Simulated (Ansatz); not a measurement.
The parent structure is Hf in the hcp (Mg type) structure (space group P6_3/mmc, No. 194; a = 3.2040 Å, c = 5.0726 Å; relaxed with 0.1 eV smearing). Axes: x lies along a and z along c of the hexagonal cell.

Method: PBE (Ansatz, an electronic-structure program), no spin-orbit coupling.

Strains are applied to the cell and any free atomic positions relax; under biaxial strain the out-of-plane vector relaxes too.

One change was made to it. Results:

| quantity | base | after |
|---|---|---|
| pressure (mean of the normal stresses, compression positive) | 0.0 GPa | 0.7 GPa |
| shortest interatomic distance | 3.139 Å | 3.141 Å |

Task: What was done to the base?
A. biaxial strain −0.50 %, plane normal [001], relaxed out of plane
B. biaxial strain +2.50 %, plane normal [001], relaxed out of plane
C. biaxial strain −3.00 %, plane normal [001], relaxed out of plane

Result: A, biaxial strain −0.50 %, plane normal [001], relaxed out of plane. For comparison, the pressure in the other runs: biaxial strain −3.00 %, plane normal [001], relaxed out of plane gives 4.4 GPa; biaxial strain +2.50 %, plane normal [001], relaxed out of plane gives -3.1 GPa.

Whether these cells are dynamically stable was not tested. All final runs are without spin polarisation.
